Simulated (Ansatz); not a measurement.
The parent structure is LiAl₃ in the Cu3Au type structure (space group Pm-3m, No. 221; a = 4.001 Å; a cell from a computed database, its experimental status unchecked; relaxed with 0.1 eV smearing). Axes: x, y, z lie along the cube axes.

All numbers come from Kohn–Sham DFT with the PBEsol functional, run in Ansatz (a first-principles code) with PAW and 420 eV plane waves, without spin-orbit coupling.

It is then changed as follows: biaxial strain −0.65 %, plane normal [001], relaxed out of plane (Cartesian); in-plane vectors clamped, the third vector and the atoms free.

What happens to the energy relative to the base and out-of-plane strain?

The energy increases by 0.6 meV/atom; the out-of-plane strain comes out as +0.35 %.

Stability against distortions was not tested.
